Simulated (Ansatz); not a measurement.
AlN₂H₆F₃ (C2/m, No. 12, 12 atoms in the cell; start mp-1228986)

All values below come from LDA (Ansatz, a first-principles code, plane waves, PAW).

Settings: plane-wave cutoff 520 eV, 10×10×8 k mesh (along the axes of the cell as run), Fermi–Dirac smearing 0.01 eV, scalar-relativistic PAW data made under PBE.

Cell (relaxed with PBE-D3(BJ)):

Space group C2/m (No. 12); a = 9.7440 Å, b = 3.7956 Å, c = 6.9461 Å, α = 90.00°, β = 131.61°, γ = 90.00°

```tsv
atom	site	symmetry	x	y	z
Al	2a	2/m	0.0000	0.0000	0.0000
H	4i	m	0.3264	0.0000	0.4544
H	8j	1	0.3346	0.2123	0.2568
N	4i	m	0.2752	0.0000	0.2696
F	4i	m	0.0129	0.0000	0.7539
F	2b	2/m	0.0000	0.5000	0.0000
```
(The calculation used a cell of 12 atoms; values per cell refer to that cell.)

```yaml
band_gap: 5.76 eV (direct)
```

Note: cell and atoms aren't relaxed at this level (largest force component 0.36 eV/Å, pressure -3.5 GPa).

The computed numbers hold no vibrational or temperature effects.

The result took about 70 core-seconds (a rough figure).

A start named mp-… is a Materials Project structure, which need not be a measured phase.
